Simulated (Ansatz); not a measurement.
The parent structure is Hf in the hcp (Mg type) structure (space group P6_3/mmc, No. 194; a = 3.158 Å, c = 5.004 Å; relaxed with 0.1 eV smearing). Axes: x lies along a and z along c of the hexagonal cell.

Level of theory: Ansatz (a program for electronic structure), PBEsol, PAW, cutoff 420 eV, without spin-orbit coupling.

For the base:

| Property | Result |
|---|---|
| Pressure | 0.0 GPa |
| Shortest interatomic distance | 5.851 bohr |

It is then changed as follows: biaxial strain −1.00 %, plane normal [001], relaxed out of plane (Cartesian); in-plane vectors clamped, the third vector and the atoms free.

Task: How does this affect the pressure?

Result: The pressure (mean of the normal stresses, compression positive) goes from zero to 1.4 GPa.

Task: What does the calculation give for the shortest interatomic distance after the change?

Result: The shortest interatomic distance increases by 0.0077 bohr (5.851 bohr → 5.858 bohr).

No phonon test of stability was made. The final runs are not spin-polarised.
